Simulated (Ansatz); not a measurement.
Band structure of Ti₂SnC (P6_3/mmc, 8 atoms in the cell).

```
CELL_PARAMETERS angstrom
      3.12262     0.00000     0.00000
     -1.56131     2.70427     0.00000
      0.00000     0.00000    13.48977
ATOMIC_POSITIONS crystal
  Ti 0.33333 0.66667 0.08134
  Ti 0.66667 0.33333 0.91866
  Ti 0.66667 0.33333 0.58134
  Ti 0.33333 0.66667 0.41866
  Sn 0.33333 0.66667 0.75000
  Sn 0.66667 0.33333 0.25000
  C  0.00000 0.00000 0.00000
  C  0.00000 0.00000 0.50000
```

Level of theory: PBEsol, PAW files made with PBE (plane waves; Ansatz, a first-principles code).

Settings: kpoints.mp_grid.grid = 8 8 2; hamiltonian.xc = pbesol; hamiltonian.pseudopotentials = {kind: paw} (an earlier, softer set of the program's PAW files); scf.occupations.method = fermi_dirac; scf.occupations.width = 0.05 eV; kpoints.band_path.npoints = 8.

The starting cell comes from a database of computed structures (which also holds hypothetical and non-ambient phases and stackings), without a prior relaxation at this level. Its lattice was rescaled by a random factor within 2.5 % of one. Spin polarisation is off.

Levels in eV from the Fermi level, bands 39 to 46:
| point | 39 | 40 | 41 | 42 | 43 | 44 | 45 | 46 |
|---|---|---|---|---|---|---|---|---|
| Γ | 0.27 | 0.27 | 0.28 | 0.28 | 0.28 | 0.46 | 1.21 | 1.21 |
| M | -2.26 | -2.18 | -1.75 | -1.73 | 1.08 | 1.18 | 1.52 | 1.93 |
| K | -3.03 | -2.30 | -2.05 | -2.05 | -0.76 | 0.64 | 0.78 | 0.78 |
| A | 0.28 | 0.28 | 0.28 | 0.28 | 0.38 | 0.38 | 1.28 | 1.28 |
| L | -2.21 | -2.21 | -1.74 | -1.74 | 1.31 | 1.31 | 1.43 | 1.43 |
| H | -2.68 | -2.68 | -2.03 | -2.03 | -0.18 | -0.18 | 0.66 | 0.66 |

Bands cross the Fermi level along this path, so the cell is metallic at this level.

Keys are those of Ansatz 0.2.
